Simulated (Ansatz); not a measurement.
We consider GaGeO3 (model structure, started from the PbTiO3 type, P4mm, No. 99, 5 atoms in the cell), described by LDA (plane waves, PAW; Ansatz, an electronic-structure program).

Numerical settings: plane-wave cutoff 520 eV, 16×16×14 k mesh (along the axes of the cell as run), Fermi–Dirac smearing 0.05 eV, scalar-relativistic PAW data made under PBE.

Cell (relaxed at this level):

```xyz
5
Lattice="3.4533 0.0000 0.0000 0.0000 3.4533 0.0000 0.0000 0.0000 4.6882" Properties=species:S:1:pos:R:3 pbc="T T T"
Ga     1.7266     1.7266     2.8792
Ge     0.0000     0.0000     0.9824
O      0.0000     1.7266     2.0437
O      1.7266     0.0000     2.0437
O      1.7266     1.7266     4.6632
```

Task: Predict the bulk modulus.

Result: 
- bulk modulus = 128 GPa

The run finds no gap.

Note: the bulk modulus is −V dP/dV from two relaxed cells at ±2 % in volume; the relaxation could raise the start's symmetry but not lower it, so the cell can be a saddle point.

Static lattice: no zero-point or thermal effects.

A model structure was made by putting elements into a prototype or built by hand; it is no filed structure, need not be a known phase, and can be a saddle point held by its symmetry.
